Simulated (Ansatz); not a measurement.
Base system: C in the diamond structure (space group Fd-3m, No. 227; a = 3.554 Å).

One thing is altered: hydrostatic tension (pressure −2 GPa).

Levels (all Ansatz, a program for electronic structure, PAW): PBEsol (420 eV, spin-orbit coupling left out); r2SCAN (500 eV, no spin-orbit coupling).

The geometry is relaxed with PBEsol.

- PBEsol smallest direct gap = 5.56 eV
- PBEsol pressure = -2.00 GPa
- PBEsol band gap = 4.02 eV
- PBEsol electron mass = 1.6 mₑ along k, 0.29 mₑ across (off the special points)

With r2SCAN at the same geometry, the smallest direct gap increases by 0.34 eV to 5.90 eV; the pressure grows by 2.45 GPa (-2.00 GPa → 0.45 GPa); the band gap increases by 0.341 eV (4.02 eV → 4.37 eV); the electron mass goes from 1.6 mₑ along k, 0.29 mₑ across (off the special points) to 1.6 mₑ along k, 0.27 mₑ across (off the special points).

Single points use the geometry relaxed with PBEsol. Their cutoffs differ, which shifts pressures a little. Load acts through the strain it causes; cell and atoms are relaxed under it. Effective masses come from finite differences of ±0.01 Å⁻¹. Along k means along the line from Γ to the band edge. Stability against distortions was not tested.
